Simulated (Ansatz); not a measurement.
## SrO, element substitutions

The reference is SrO in the rock salt structure (space group Fm-3m, No. 225; a = 5.122 Å).

Each row replaces one element on all its sites; cell and atoms are relaxed.

Levels (all Ansatz, a quantum-chemistry and plane-wave program, PAW): PBEsol (420 eV, no spin-orbit coupling); HSE06 (420 eV, without spin-orbit coupling).

Band gaps by level, all at the geometries relaxed with PBEsol:

```json
[
 {"case": "base", "PBEsol": "3.20 eV", "HSE06": "4.79 eV"},
 {"case": "O → Te", "PBEsol": "1.57 eV", "HSE06": "[?]"},
 {"case": "Sr → Mg", "PBEsol": "4.62 eV", "HSE06": "[?]"}
]
```

Q: What belongs in the blanks?

A: 
- O → Te, HSE06: 2.37 eV
- Sr → Mg, HSE06: 6.47 eV

Single points use the geometry relaxed with PBEsol. HSE06 gaps are upper bounds (no full band path). Spin-orbit coupling, missing from the scalar runs, can matter with Te. Whether these cells are dynamically stable was not tested.
